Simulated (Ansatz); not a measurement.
The starting structures come from a database of crystals and need not be the phases stable at ambient conditions.

By PBEsol, the system below comes out a metal.

The ballistic (Sharvin) conductance counts the channels at the Fermi level: G/A = (e²/h) × channels of both spins per area.

Input:

```yaml
crystal:
  lattice:
    - [2.76381, 0.00000, 0.00000]
    - [-1.15657, 4.95391, 0.00000]
    - [0.01267, 0.62406, 2.74250]
  atoms:
    - { symbol: Au, position: [0.66596, 0.27406, 0.32714] }
    - { symbol: Au, position: [0.33404, 0.72594, 0.67286] }
```

Space group of this cell: P-1. The cell is strained (lengths across the current scaled by 0.98, ions clamped); by PBEsol its mean pressure is -3.3 GPa.

The current flows along the normal of the first two printed cell vectors. No spin-orbit coupling; the value is a mean over 0.1 eV about the Fermi level.

**Question.** State the ballistic conductance per area according to PBEsol run with Ansatz (a first-principles code).

**Answer.** 0.82 × 10¹⁵ S/m² for both spins.
